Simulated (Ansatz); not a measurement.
MgS: pressure series

Take MgS in the rock salt structure (space group Fm-3m, No. 225) as the base.

MgS is modelled in the cubic space group Fm-3m (No. 225), the rock salt structure, Pearson symbol cF8. Conventional cell: a = b = c = 5.1821 Å, α = β = γ = 90.00°. Mg on 4a is surrounded by 6 S at 2.591 Å (octahedral). S on 4b is surrounded by 6 Mg at 2.591 Å (octahedral). (Neighbours: up to the widest gap in distance over summed covalent radii, below 1.35, at either atom; cation-cation and far metal-metal contacts left out.)
(The calculation used a cell of 2 atoms; values per cell refer to that cell.)

Cell and atoms are relaxed at each pressure.

Computed with PBEsol/PAW in Ansatz (a quantum-chemistry and plane-wave program), without spin-orbit coupling.

Candidates:
(a) pressure 1.5 GPa
(b) pressure 7.5 GPa
(c) pressure −1 GPa
(d) pressure −2 GPa
(e) pressure 0.7 GPa

Base values:

Smallest direct gap: 3.69 eV

Order them by smallest direct gap, highest first.

(b) pressure 7.5 GPa (4.37 eV), (a) pressure 1.5 GPa (3.84 eV), (e) pressure 0.7 GPa (3.76 eV), (c) pressure −1 GPa (3.59 eV), (d) pressure −2 GPa (3.48 eV)

Load acts through the strain it causes; cell and atoms are relaxed under it. No phonon test of stability was made. No other phases were tried under pressure. The base started in P3_121 and relaxed to Fm-3m at this level.
